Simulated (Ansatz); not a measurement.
Defect: Pd-vacancy pair (Pd on one host Ru site, one Ru site vacant) in hcp Ru, neutral cell. These are PBE, PAW (plane waves to 420 eV; Ansatz, a program for electronic structure) values and carry that method's errors.

Settings: 36 host sites, the relaxed PBE lattice, a 2×2×2 k-point mesh shifted by half a step along c, smearing 0.10 eV, spin-restricted, no image-charge correction. No zero-point or tunnelling terms. Forms of the defect that were not tried may lie lower.

Barriers: single points on a 4×4×4 k-point mesh shifted by half a step along c at the bands' geometries (they differ from the bands' own by up to 0.07 eV, and are uncertain by about as much).

A. direct exchange of Pd with the vacancy (Pd-vacancy distance between ideal sites 2.72 Å throughout); the atom moves 2.63 Å along (-0.97, 0.00, 0.00) of the unit cell; the moving atom starts with neighbours 4 Ru at 2.69, 2 Ru at 2.70, Ru at 2.73, 2 Ru at 2.76, Ru at 2.77, Ru at 2.79 Å and ends with 4 Ru at 2.69, 2 Ru at 2.70, Ru at 2.73, 2 Ru at 2.76, Ru at 2.77, Ru at 2.79 Å; the start lies 0.11 eV above the lowest site run; saddle order not checked, on a symmetry element.
B. direct exchange of Pd with the vacancy (Pd-vacancy distance between ideal sites 2.66 Å throughout); the atom moves 2.51 Å along (-0.63, -0.32, 0.47) of the unit cell; the moving atom starts with neighbours 2 Ru at 2.67, 3 Ru at 2.70, 4 Ru at 2.74, 2 Ru at 2.79 Å and ends with 2 Ru at 2.67, 3 Ru at 2.70, 4 Ru at 2.74, 2 Ru at 2.79 Å; saddle order not checked, on a symmetry element.

A band can be held on a symmetry element, so unchecked saddle points there may be too high.

Problem. Rank these by forward barrier (lowest first), as PBE, PAW gives it.

Solution. A (1.60 eV), B (1.75 eV)
